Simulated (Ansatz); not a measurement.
# HfNI (R-3m, No. 166, 6 atoms in the cell; start mp-567441)

Method: PBEsol in Ansatz (PAW).

Numerical settings: plane-wave cutoff 500 eV, 12×12×12 k mesh, Fermi–Dirac smearing 0.05 eV, scalar-relativistic PAW data made under PBE.

Cell (relaxed at this level):

```
CELL_PARAMETERS angstrom
      1.83293     1.05824    10.60715
     -1.83293     1.05824    10.60715
      0.00000    -2.11648    10.60715
ATOMIC_POSITIONS crystal
  Hf 0.79364 0.79364 0.79364
  Hf 0.20636 0.20636 0.20636
  I  0.39177 0.39177 0.39177
  I  0.60823 0.60823 0.60823
  N  0.13936 0.13936 0.13936
  N  0.86064 0.86064 0.86064
```

| Quantity | Value |
|---|---|
| band gap | 0.87 eV (on the SCF k mesh) |

Note: the relaxation could not lower the start's symmetry, so the cell can be a saddle point above a distorted one; the cell has widely spaced layers and the level no dispersion term, so their spacing and the moduli can rest on weak binding.

Spin–orbit coupling is not included.

The computed numbers hold no vibrational or temperature effects.

It cost very roughly 16 core-minutes of CPU time.

A start named mp-… is a Materials Project structure, which need not be a measured phase.

Ansatz is a first-principles code.
